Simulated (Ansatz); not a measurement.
Functionals compared on the (11-22) surface of hcp Tl in its 1x1 cell, outermost plane spacing 1.51 Å in the ideal cut, in Ansatz (plane waves, PAW). The structure was relaxed with PBE; the other rows are single points on it, each with its references at the same level. Cutoff 420 eV (500 eV for r2SCAN).

Model: 16-atom slab, 10.6 Å thick at the start, 6x6x1 mesh, Fermi-Dirac 0.1 eV, dipole correction, all atoms relaxed; held to the start's symmetry, so lower structures may exist; no spin, no spin-orbit, no U. These notes are the PBE run's.

```json
[
 {"functional": "PBE", "surface energy (J/m²)": "0.28", "work function of the top face (eV)": "3.51", "rough cost of the single point": "–"},
 {"functional": "LDA", "surface energy (J/m²)": "0.45", "work function of the top face (eV)": "3.84", "rough cost of the single point": "roughly 2.8 core-minutes"},
 {"functional": "PBEsol", "surface energy (J/m²)": "0.39", "work function of the top face (eV)": "3.59", "rough cost of the single point": "very roughly 2.7 core-minutes"},
 {"functional": "RPBE", "surface energy (J/m²)": "___", "work function of the top face (eV)": "___", "rough cost of the single point": "around 2.9 core-minutes (rough)"},
 {"functional": "r2SCAN", "surface energy (J/m²)": "0.36", "work function of the top face (eV)": "3.52", "rough cost of the single point": "roughly 6 core-minutes"}
]
```

Question: Complete the blanks.

Answer: 
- RPBE, surface energy (J/m²): 0.18
- RPBE, work function of the top face (eV): 3.35

Ansatz is an electronic-structure program.
